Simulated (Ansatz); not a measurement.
Data:

```
MgO
1.0
    0.00000     2.12171     2.05038
    2.12171     0.00000     2.05038
    2.12171     2.12171     0.00000
O Mg
1 1
Direct
  0.00000   0.00000   0.00000
  0.50000   0.50000   0.50000
```

No spin polarisation.

Calculations: PBEsol/PAW in Ansatz (an electronic-structure program), no spin-orbit coupling, earlier PAW set. Settings: 13×13×13 k-points, 0.05 eV Fermi–Dirac smearing.

Problem. Predict the space group.

Solution. I4/mmm (No. 139).

Problem. Estimate the gap character.

Solution. Direct at Γ.

Load acts through the strain it causes; cell and atoms are relaxed under it. Stability under load was not tested beyond the relaxation. The cell was made from MgO in the rock salt structure (space group Fm-3m, No. 225) by this change: uniaxial stress, 8 GPa compression along z.
